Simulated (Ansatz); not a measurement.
# Effective masses and thermopower of monolayer GeSe

Here is the system:

```
GeSe
1.0
    3.97348     0.00000     0.00000
    0.00000     4.27926     0.00000
    0.00000     0.00000    18.83059
Ge Se
2 2
Direct
  0.75000   0.89407   0.56429
  0.25000   0.39407   0.43571
  0.25000   0.48053   0.56912
  0.75000   0.98053   0.43088
```

The numbers are results of PBE, rigid bands (plane waves, PAW, scalar-relativistic; Ansatz, a program for electronic structure), not measurements. Geometry: cell and atoms relaxed with PBE.

* **band gap**: 1.15 eV
* **electron conductivity mass (300 K, dilute)**: 0.27 (x), 0.157 (y) mₑ
* **effective density of states N_c (300 K)**: 8.0e12 cm⁻²
* **Seebeck coefficient, n-type 1.9e12 cm⁻², 300 K**: -305 μV/K

Rigid bands; masses and Seebeck coefficients take one relaxation time τ for all states and one kind of carrier; polarons and phonon drag are left out. Spin-orbit coupling is left out.
